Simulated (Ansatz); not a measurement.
Base system: Ir in the fcc (Cu type) structure (space group Fm-3m, No. 225; a = 3.831 Å; relaxed with 0.1 eV smearing). Axes: x, y, z lie along the cube axes.

The values are results of Kohn–Sham DFT with the PBEsol functional, run in Ansatz (a quantum-chemistry and plane-wave program) with PAW and 420 eV plane waves, no spin-orbit coupling, not measurements.

Now apply this change: biaxial strain +1.00 %, plane normal [001], relaxed out of plane (Cartesian); in-plane vectors clamped, the third vector and the atoms free.

Problem. Estimate the effect on the ratio −ε⊥/ε∥, in-plane stress and energy relative to the base.

Solution. The ratio −ε⊥/ε∥ is 0.79; the mean in-plane stress (compression positive) is -6.6 GPa; the energy goes up by 5.9 meV/atom.

No phonon test of stability was made. The final runs are not spin-polarised.
